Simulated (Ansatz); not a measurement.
The parent structure is BP in the zinc blende structure (space group F-43m, No. 216; a = 4.537 Å).

Method: r2SCAN (Ansatz, a program for electronic structure, PAW, no spin-orbit coupling).

One change was made to it. Results:

| quantity | base | after |
|---|---|---|
| density | 2.97 g/cm³ | 3.41 g/cm³ |
| band gap | 1.41 eV | 1.19 eV |

Problem. What was done to the base?
A) pressure 30 GPa
B) pressure −2 GPa
C) pressure 75 GPa

Solution. A, pressure 30 GPa. For comparison, the band gap in the other runs: pressure 75 GPa gives 0.91 eV; pressure −2 GPa gives 1.43 eV.

Load acts through the strain it causes; cell and atoms are relaxed under it. No phonon test of stability was made. Competing high-pressure phases were not computed.
